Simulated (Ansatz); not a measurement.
System: CsCl-type RuAl. Method: PBE (Ansatz, an electronic-structure program, PAW).

Settings: plane-wave cutoff 520 eV, 16×16×16 k mesh, Fermi–Dirac smearing 0.1 eV, perturbation theory, no spin polarisation, scalar-relativistic PAW data made under PBE.

Computed at the level's own relaxed cell.

Harmonic phonon frequencies (cm⁻¹; i marks an imaginary mode):

```csv
q point,frequencies
Γ,0 0 0 307 307 307
X,___
M,104 104 184 271 345 345
```

Some entries are withheld; supply them.


- X, frequencies: 156 156 208 283 283 325

No imaginary mode appears at these points.
